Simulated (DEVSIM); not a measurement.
Structure: Cr/SiO2/n-Si capacitor, at 400 K.

```
layer (left to right)  material  thickness (nm)  Nd (cm⁻³)
---------------------  --------  --------------  ---------
1                          SiO2            9.60          -
2                            Si             580     9.9e17
```

Metal gate on the left, work function 4.5 eV. Fixed charge at the semiconductor interface 0 cm⁻² (in units of +e); no interface traps.

This is a model device: material constants are rounded textbook-type values typed into the input, and sizes, dopings and lifetimes were drawn at random. Values at 300 K; Nc and Nv go as T^1.5, mobilities as T to minus their exponent, the gap by Varshni's rule with the affinity fixed.

| parameter | SiO2 | Si |
|---|---|---|
| gap (eV) | 9 | 1.124 |
| affinity (eV) | 0.9 | 4.05 |
| permittivity | 3.9 | 11.7 |
| Nc (cm⁻³) | - | 2.86e19 |
| Nv (cm⁻³) | - | 3.1e19 |
| Varshni α (eV/K) | - | 0.000473 |
| Varshni β (K) | - | 636 |

Simulated with DEVSIM: 1D Poisson equation in equilibrium, Boltzmann statistics, complete ionisation; no quantum confinement or tunnelling. Metal contacts follow the ideal Schottky-Mott rule: no Fermi-level pinning, no interface dipoles.

The substrate doping was swept, all else fixed.

| substrate doping (cm^-3) | minimum of the low-frequency capacitance (μF/cm²) | flat-band voltage (V) |
|---|---|---|
| 5e16 | 0.0785 | 0.22 |
| 9.9e16 | … | 0.24 |
| 2e17 | 0.120 | 0.26 |
| 5e17 | 0.153 | 0.30 |
| 9.9e17 | 0.181 | 0.32 |
| 2e18 | 0.209 | 0.34 |

Q: Some entries are withheld; supply them.

A: 
- 9.9e16, minimum of the low-frequency capacitance (μF/cm²): 0.0977
